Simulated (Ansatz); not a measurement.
The starting structures come from a database of crystals and need not be the phases stable at ambient conditions.

 Where the default PAW files enter, the runs use the earlier of Ansatz's two default sets.

By PBEsol, the system below comes out a metal.

Crystal: Si₂Rh₃ (P-3m1, not sure to be the ambient phase, 5 atoms a cell, 13.8 Å³ an atom, -2 GPa at this level); planes in its conventional cell.

The numbers are results of PBEsol (plane waves, PAW; Ansatz, a program for electronic structure), not measurements.

G/A = (e²/h) × open channels of both spins per area, as a mean over 0.1 eV about the Fermi level, without spin-orbit coupling, for the cells as given.

```csv
plane,area (Å²),G/A (10¹⁵ S/m²)
(111),37.4,0.54
(100),20.1,?
(110),34.8,?
(001),13.6,?
```

**Question.** Some entries are withheld; supply them.

**Answer.** 
- (100), G/A (10¹⁵ S/m²): 0.57
- (110), G/A (10¹⁵ S/m²): 0.56
- (001), G/A (10¹⁵ S/m²): 0.48
